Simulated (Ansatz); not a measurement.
Computed with PBE (plane waves to 420 eV, PAW; Ansatz, a first-principles code).

Electrostatic potential energy of an electron, averaged over planes parallel to the surface, in eV from the Fermi level, for CO on the 1x1 (100) surface of fcc Cu, one in a 2x2 cell, started at the site 'hollow Cu-Cu-Cu-Cu over Cu at depth 1.8 Å':

```
z (Å)  V (eV)
-----  ------
5.17     4.53
5.44     4.53
5.72     4.53
5.99     4.53
6.26     4.52
6.53     4.52
6.81     4.50
7.08     4.47
7.35     4.41
7.62     4.28
7.89     4.04
8.17     3.55
8.44     2.57
8.71     0.34
8.98    -5.23
9.26   -11.43
9.53   -14.17
9.80   -12.92
10.07   -8.07
10.34   -2.92
10.62   -3.69
10.89   -9.39
11.16  -13.72
11.43  -14.26
11.71  -10.89
11.98   -4.93
12.25   -1.75
12.52   -5.01
12.79  -10.84
13.07  -14.14
13.34  -13.52
13.61   -9.14
13.88   -3.48
14.16   -2.19
14.43   -7.00
14.70  -12.50
14.97  -14.60
15.24  -12.78
15.52   -7.52
15.79   -2.73
16.06   -1.23
16.33    0.10
16.61    1.99
16.88    2.46
17.15    2.06
17.42    2.23
17.69    3.29
17.97    4.63
18.24    5.16
18.51    5.31
18.78    5.36
19.06    5.37
19.33    5.38
19.60    5.38
19.87    5.38
20.14    5.38
20.42    5.38
20.69    5.38
20.96    5.38
21.23    5.38
21.51    5.38
21.78    5.38
```

Slab: 18 atoms, 5.3 Å thick at the start under the adsorbate (thin: gaps and levels are the slab's own); k 6x6x1, smearing 0.1 eV, dipole-corrected; 8 atoms held, the rest relaxed; held to the start's symmetry, so lower structures may exist; no spin, no spin-orbit, no U, no dispersion correction. At the end it is bonded to 4 Cu. In PBE this state lies 0.06 eV over the lowest of the starts that converged ('bridge Cu-Cu (span 2.6 Å)').

Question: The surface cell has an area of 26.35 Å². What dipole along the normal does the step between the two vacuum levels imply?

Answer: the top vacuum level lies 0.85 eV above the bottom one; p = −ε₀ A ΔV (ε₀ = 0.005526 e/(V·Å)) gives -0.12 e·Å a cell.
